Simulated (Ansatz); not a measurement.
# CdSe: band gap against strain

CdSe (wurtzite, P6_3mc, 29.754 Å³/atom at rest, c along z) under an equal strain ε in the (0001) plane with the normal axis free, as in a coherent film. PBE in Ansatz, a plane-wave DFT program (PAW, default set), 420 eV, 9×9×5 Γ-centred mesh, Fermi-Dirac smearing 0.05 eV; ions are relaxed within the symmetry of each cell. Gaps are the smallest over the k-mesh and a band path, without spin-orbit coupling; in all rows the valence edge lies at Γ and the conduction edge at Γ.

Here s stands for strain and Eg for gap.

```csv
strain (%),gap (eV)
-3.00,?
-1.80,0.521
-1.20,0.532
-0.60,0.539
0.00,0.543
```

The 4 complete rows are fitted with a straight line, Eg against s. Means: s -0.90000, Eg 0.5338. About the means, the sum of products is 0.021900 and the sum of squares of s is 1.8000; the slope is their ratio. Least squares gives Eg = 0.5447 + 0.01217·s. Residuals (row less fit): -0.0018, 0.0019, 0.0016, -0.0017; standard error 0.0025 (degrees of freedom: 2). Over these rows the gap moves by 1.2 ± 0.2 eV per unit strain.

Question: What does the fit predict for Eg at s = -3.00, and how far is the calculated value from it?

Answer: Eg = 0.5447 + 0.01217 × (-3.0) = 0.5082 eV. The calculation gives 0.485 eV, 0.0232 eV below the prediction (40.0 % of the range of Eg in the table). The row lies outside the fitted rows, so this is an extrapolation. From the scatter of the fitted rows alone, a prediction at this place has a standard error of 0.0048 eV, so the miss is 4.8 times that.

One order more, fitted to all 6 runs of the series, follows each within 0.001, so the miss is the next term of a smooth law. Spin-orbit coupling is left out, which can shift this property for CdSe. Rows are the converged runs of the series near zero and its far end; series whose fitted rows scatter by over a few per cent of the range, as at a crossing or softening among them, aren't shown in this form. Most that stay on the fit to the last digits aren't either.
